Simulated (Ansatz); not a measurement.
Defect migration in 4H silicon carbide: C vacancy, charge state +2. The step: one C atom jumps into the vacancy from a nearby C site; the atom moves 3.08 Å along (-0.99, -0.99, 0.00) of the unit cell; the moving atom starts with neighbours Si at 1.87, 2 Si at 1.90, Si at 1.93 Å and ends with Si at 1.87, 2 Si at 1.90, Si at 1.93 Å. A PBE band in Ansatz (plane-wave PAW, the Γ point alone, 72 host sites, 57 SCF runs with any check of the saddle's order, static, no finite-size correction) gives a forward barrier of 4.97 eV. The check of the saddle point's order was inconclusive, and it lies on a symmetry element of the cell, where a band can be held. The charge state is imposed; whether it is stable for some Fermi level was not computed. Forms of the defect that were not tried may lie lower.

Single points at the band's start and saddle point can refine it. Rough cost of one point, in units of the band's mean SCF on the same machine:

| Level | Cost of one point |
|---|---|
| PBE, a 2×2×2 k-point mesh shifted by half a step along c | about 6 |
| r2SCAN at 500 eV, the Γ point alone | about 4 |

Question: Which of these move the barrier by more than 0.1 eV, and how far does each move it?

Answer: PBE, a 2×2×2 k-point mesh shifted by half a step along c: +0.30 eV; r2SCAN at 500 eV, the Γ point alone: +0.48 eV. Each functional is compared with PBE at the same k-points.

Ansatz is an electronic-structure program.
